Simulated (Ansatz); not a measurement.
## Effect of pressure −2 GPa on In2O3

Start from In$_{2}$O$_{3}$ in the corundum structure (space group R-3c, No. 167; a = 5.5126 Å, c = 14.5353 Å (hexagonal axes)).

The change: a negative pressure, −2 GPa.

The values are results of PBEsol in Ansatz (plane waves to 420 eV, PAW, no SOC), not measurements. Γ-centred 7×7×7 mesh, Fermi–Dirac width 0.05 eV.

```tsv
quantity	base	changed	shift
volume per atom	12.75 Å³	12.91 Å³	+0.16 Å³
lattice parameter a	5.513 Å	5.530 Å	+0.017 Å
c/a ratio	2.637	2.645	+0.0086
shortest interatomic distance	2.131 Å	2.140 Å	+0.009 Å
band gap	1.11 eV	1.04 eV	-0.077 eV
gap character	indirect, Γ–S₀ (57 % along) → Γ	indirect, Γ–S₀ (57 % along) → Γ	–
smallest direct gap	1.17 eV	1.10 eV	-0.07 eV
electron mass	0.15 mₑ (at Γ)	0.15 mₑ (at Γ)	–
```

Cost of the whole job for the changed cell (relaxation, final SCF and bands): about 2.2 core-minutes (a rough figure).

Load acts through the strain it causes; cell and atoms are relaxed under it. Masses are band curvatures over ±0.01 Å⁻¹ around the edge. Stability against distortions was not tested.

Ansatz is an electronic-structure program.
